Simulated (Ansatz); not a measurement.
Start from KF in the zinc blende structure (space group F-43m, No. 216; a = 5.873 Å; a hypothetical phase, not in the database extracts checked).

Structures relaxed with Kohn–Sham DFT with the r2SCAN functional, run in Ansatz (a first-principles code) with PAW and 500 eV plane waves, no SOC.

Base:

Simulated powder pattern, Cu Kα1, λ = 1.54056 Å (kinematic, ideal powder, no thermal factors, no anomalous dispersion; the 8 strongest lines at most, above 2 %, up to 2θ = 90°):

| 2θ (°) | I/Imax (%) | hkl |
|---|---|---|
| 26.26 | 100 | (111) |
| 30.42 | 10 | (200) |
| 43.55 | 59 | (220) |
| 51.57 | 37 | (311) |
| 63.29 | 7.8 | (400) |
| 69.74 | 13 | (331) |
| 79.97 | 14 | (422) |
| 85.93 | 9.4 | (333) |

Perturbation: a hydrostatic pressure of 60 GPa.

**Question.** Predict the new powder pattern.

**Answer.** 
Simulated powder pattern, Cu Kα1, λ = 1.54056 Å (kinematic, ideal powder, no thermal factors, no anomalous dispersion; the 8 strongest lines at most, above 2 %, up to 2θ = 90°):

```json
[
 {"2θ (°)": "32.44", "I/Imax (%)": "100", "hkl": "(111)"},
 {"2θ (°)": "37.63", "I/Imax (%)": "10", "hkl": "(200)"},
 {"2θ (°)": "54.28", "I/Imax (%)": "49", "hkl": "(220)"},
 {"2θ (°)": "64.67", "I/Imax (%)": "30", "hkl": "(311)"},
 {"2θ (°)": "67.92", "I/Imax (%)": "2.3", "hkl": "(222)"},
 {"2θ (°)": "80.34", "I/Imax (%)": "6.4", "hkl": "(400)"},
 {"2θ (°)": "89.33", "I/Imax (%)": "12", "hkl": "(331)"}
]
```

The indices refer to the base's conventional cell; one index is shown for lines that coincide.

Load acts through the strain it causes; cell and atoms are relaxed under it. Stability against distortions was not tested. No other phases were tried under pressure.
